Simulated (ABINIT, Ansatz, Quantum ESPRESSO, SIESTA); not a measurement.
# Code comparison for BN (P6_3/mmc, 4 atoms in the cell)

Self-consistent single point.

```
BN
1.0
    1.22308    -2.11843     0.00000
    1.22308     2.11843     0.00000
    0.00000     0.00000     6.50615
B N
2 2
Direct
  0.33333   0.66667   0.25000
  0.66667   0.33333   0.75000
  0.66667   0.33333   0.25000
  0.33333   0.66667   0.75000
```

Shared settings, as Ansatz (an electronic-structure program) writes them: kpoints.mp_grid.grid = 7 7 3; scf.occupations.method = fermi_dirac; scf.occupations.width = 0.05 eV. Potentials and cutoffs stand in the table.

```json
[
 {"code": "ABINIT", "model": "PBE, norm-conserving pseudopotentials (PseudoDojo nc-sr-05 PBE standard)", "pressure (GPa)": "22.55", "cutoff": "42 Ha"},
 {"code": "Ansatz", "model": "PBE, default PAW files", "pressure (GPa)": "22.37", "cutoff": "default"},
 {"code": "Quantum ESPRESSO", "model": "PBE, GBRV 1.5 ultrasoft (PBE) pseudopotentials", "pressure (GPa)": "22.75", "cutoff": "40 Ry"},
 {"code": "SIESTA", "model": "GGA PBE, numerical atomic orbitals DZP, PseudoDojo PBE standard norm-conserving potentials (rewritten from UPF to PSML)", "pressure (GPa)": "25.88", "cutoff": "grid 350 Ry"}
]
```

The spread over the programs that give each value: pressure within 3.51 GPa.

SIESTA uses small atom-centred bases, whose incompleteness enters pressures, forces and empty levels differently from a plane-wave cutoff. Ansatz's pressure is given at a fixed set of plane waves, as the other plane-wave codes print theirs; with its correction for the finite basis it is 22.98 GPa (the shift of 0.61 GPa shows how far the cutoff is from converged). In the pressure, SIESTA (by 3.34) lies more than 1 GPa from the median of the plane-wave programs.

This mesh misses zone-boundary points where a band edge of such crystals can lie, so no gaps are given.

On the base mesh (10 10 4) the same programs gave: Ansatz pressure 22.36 GPa; Quantum ESPRESSO pressure 22.75 GPa; ABINIT pressure 22.55 GPa; SIESTA pressure 25.88 GPa.

The starting cell has typed, rounded lattice constants, without a prior relaxation at this level. Its lattice was rescaled by a random factor within 2.5 % of one.

Left out of this page: GPAW, Elk and FLEUR (not drawn, or without a comparable value); CP2K (on another mesh).

Keys are those of Ansatz 0.2.
